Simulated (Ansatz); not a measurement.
Y (space group R-3m, No. 166; a cell from a computed database, its experimental status unchecked)

```
Y
1.0
    1.77730     1.02612     8.48832
   -1.77730     1.02612     8.48832
    0.00000    -2.05225     8.48832
Y
3
Cartesian
  0.00000   0.00000   0.00000
  0.00000   0.00000   5.65186
  0.00000   0.00000  19.81310
```

The values are results of Kohn–Sham DFT with the PBEsol functional, run in Ansatz (an electronic-structure program) with PAW and 420 eV plane waves, scalar-relativistic without spin-orbit coupling, not measurements. k-mesh 15×15×15 (Γ-centred); smearing 0.05 eV (Fermi–Dirac).

```yaml
volume_per_atom: 30.96 Å³
density: 4.77 g/cm³
band_gap: zero
total_energy: -3795.074 eV/atom (σ→0; compares only within this code and set-up)
```

Whether these cells are dynamically stable was not tested. All final runs are without spin polarisation. This is not the structure that Y has at room temperature and ambient pressure.
